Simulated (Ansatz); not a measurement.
The parent structure is BeS in the zinc blende structure (space group F-43m, No. 216; a = 4.838 Å).

It is then changed as follows: Mo takes the place of S on all its sites, then cell and atoms are relaxed.

Levels (all Ansatz, an electronic-structure program, PAW, earlier PAW set): PBEsol (420 eV, no SOC); r2SCAN (500 eV, no SOC).

The geometry is relaxed with PBEsol.

| Quantity | Value |
|---|---|
| PBEsol pressure | 0.0 GPa |

Q: What does r2SCAN give at this geometry for the pressure?

A: The pressure goes from zero to 2.7 GPa.

Single points use the geometry relaxed with PBEsol. Their cutoffs differ, which shifts pressures a little. Whether these cells are dynamically stable was not tested. As relaxed here, BeMo is a hypothetical phase, not in the database extracts checked. The final runs are not spin-polarised. BeMo has a high density of states at the Fermi level and may be magnetic at this level.
